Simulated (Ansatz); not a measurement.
# Hypothetical rock salt BeTe: response to strain

Take BeTe in the rock salt structure (space group Fm-3m, No. 225; a hypothetical phase, not in the database extracts checked; relaxed with 0.1 eV smearing) as the base.

```yaml
crystal:
  lattice:
    - [0.00000, 2.65135, 2.65135]
    - [2.65135, 0.00000, 2.65135]
    - [2.65135, 2.65135, 0.00000]
  atoms:
    - { symbol: Te, position: [0.00000, 0.00000, 0.00000] }
    - { symbol: Be, position: [0.50000, 0.50000, 0.50000] }
```

Cartesian axes are those of the cell as printed.

Strains are applied to the cell and any free atomic positions relax; under biaxial strain the out-of-plane vector relaxes too.

Level of theory: Kohn–Sham DFT with the PBEsol functional, run in Ansatz (a first-principles code) with PAW and 420 eV plane waves, no spin-orbit coupling.

Notes on the quantities. energy relative to the base: free energy F; pressure: mean of the normal stresses, compression positive.

```tsv
change	energy relative to the base	pressure	volume per atom	space group
base	0 meV/atom	0.0 GPa	18.64 Å³	Fm-3m (No. 225)
biaxial strain −2.20 %, plane normal [001], relaxed out of plane	+8.3 meV/atom	2.3 GPa	18.14 Å³	I4/mmm (No. 139)
biaxial strain −0.34 %, plane normal [110], relaxed out of plane	+0.2 meV/atom	0.3 GPa	18.56 Å³	Immm (No. 71)
biaxial strain +0.84 %, plane normal [111], relaxed out of plane	+1.2 meV/atom	-0.8 GPa	18.84 Å³	R-3m (No. 166)
isotropic strain −2.43 %	+24 meV/atom	6.2 GPa	17.31 Å³	Fm-3m (No. 225)
isotropic strain −2.38 %	+23 meV/atom	6.1 GPa	17.34 Å³	Fm-3m (No. 225)
```

No phonon test of stability was made. The final runs are not spin-polarised.
